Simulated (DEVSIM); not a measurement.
Structure: Ti/SiO2/n-Si capacitor, at 300 K.

Layer 1 from the left is SiO2, thickness (nm) 3.00. Layer 2 from the left is Si, thickness (nm) 800, Nd (cm⁻³) 5.2e17.

Metal gate on the left, work function 4.33 eV. Fixed charge at the semiconductor interface -1.3e12 cm⁻² (in units of +e); no interface traps.

Constants are typed, rounded textbook-type inputs, not results; the design itself was drawn at random and stands for no fabricated device. Values at 300 K.

SiO2: gap (eV) 9, affinity (eV) 0.9, permittivity 3.9. Si: gap (eV) 1.124, affinity (eV) 4.05, permittivity 11.7, Nc (cm⁻³) 2.86e19, Nv (cm⁻³) 3.1e19.

Problem. Estimate by hand the flat-band voltage, the threshold voltage, and compare with a numerical solution.

Solution. 
- Flat-band voltage: C = 1.15 μF/cm², work-function difference 0.176 V; VFB = φms − qNf/C = 0.36 V; numerical 0.36 V.
- Threshold voltage: φF = 0.457 V, depletion charge √(4εqNφF) = 3.97e-7 C/cm²; VT = VFB − 2φF − Qd/C = -0.90 V; numerical -0.90 V.

Model (solved in DEVSIM): 1D Poisson equation in equilibrium, Boltzmann statistics, complete ionisation; no quantum confinement or tunnelling. Metal contacts follow the ideal Schottky-Mott rule: no Fermi-level pinning, no interface dipoles.
